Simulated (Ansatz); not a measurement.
Base system: CaF2 in the fluorite structure (space group Fm-3m, No. 225; a = 5.421 Å).

Modification: every Ca is replaced by Ba, then cell and atoms are relaxed.

Levels (all Ansatz, an electronic-structure program, PAW): PBEsol (420 eV, spin-orbit coupling left out); HSE06 (420 eV, spin-orbit coupling left out).

The geometry is relaxed with PBEsol.

| Quantity | Value |
|---|---|
| PBEsol lowest conduction level above the VBM at special points | Γ 6.83 eV; X 7.29 eV; K 7.55 eV |

### Question
How does going to HSE06 change the lowest conduction level above the VBM at special points?

### Answer
The lowest conduction level above the VBM at special points goes from Γ 6.83 eV; X 7.29 eV; K 7.55 eV to Γ 8.89 eV; X 9.28 eV; K 9.56 eV.

Single points use the geometry relaxed with PBEsol. The hybrid gap comes from the SCF mesh plus the semilocal run's edge points and a few special points and is an upper bound. The levels and masses belong to the bands next to the band gap. Whether these cells are dynamically stable was not tested.
